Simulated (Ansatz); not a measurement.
Electron-phonon data for BeRh (Pm-3m)

Given:

```
CELL_PARAMETERS angstrom
      2.75282     0.00000     0.00000
      0.00000     2.75282     0.00000
      0.00000     0.00000     2.75281
ATOMIC_POSITIONS crystal
  Be 0.50000 0.50000 0.50000
  Rh 0.00000 0.00000 0.00000
```

Method: PBEsol, DFPT electron-phonon coupling, linearised Boltzmann equation (plane waves, PAW, scalar-relativistic; Ansatz, a program for electronic structure). How the cell was made: relaxed with this functional, without spin-orbit coupling.

resistivity at 300 K: 6.1 μΩ·cm
resistivity at 77 K: 0.64 μΩ·cm
electron mean free path at 300 K (weighted by the current that each state carries): 9.3 nm
electron-phonon coupling λ: 0.36
transport coupling λ_tr: 0.48
logarithmic mean phonon energy: 23 meV
density of states at the Fermi level: 0.73 states/(eV·spin·cell)
Drude plasma energy: 8.7 eV
Hall coefficient at 300 K: 12.6 ×10⁻¹¹ m³/C

A metal at this level (no band gap). Only scattering by harmonic phonons is included (no impurities, grain boundaries, electron-electron scattering or thermal expansion). Spin-orbit coupling is left out. Halving the electron mesh (32x32x32) moves the resistivity by up to 1 % at 300 K, the mean free path by up to 1 %, the coupling by up to 3 %. Smearing 0.20 eV; phonons on a 5x5x5 q mesh, which this run doesn't test and which matters most at low temperature.

Computed structure with no diffraction record at hand here (it may be known, metastable or hypothetical): BeRh (Pm-3m).
